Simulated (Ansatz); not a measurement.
The reference is AlP in the zinc blende structure (space group F-43m, No. 216; a = 5.471 Å).

The change: full substitution P → Ru; the structure is relaxed again.

Levels (all Ansatz, a program for electronic structure, PAW): PBEsol (420 eV, scalar-relativistic without spin-orbit coupling); PBEsol+SOC (420 eV, with spin-orbit coupling).

The geometry is relaxed with PBEsol.

| Item | Result |
|---|---|
| PBEsol pressure | 0.0 GPa |

With PBEsol+SOC at the same geometry, the pressure goes from zero to 0.2 GPa.

Single points use the geometry relaxed with PBEsol. Differences between runs with and without spin-orbit coupling are approximate. Stability against distortions was not tested. As relaxed here, AlRu is a hypothetical phase, not in the database extracts checked. The runs without spin-orbit coupling are not spin-polarised. An odd electron count without spin: AlRu. AlRu has a high density of states at the Fermi level and may be magnetic at this level.
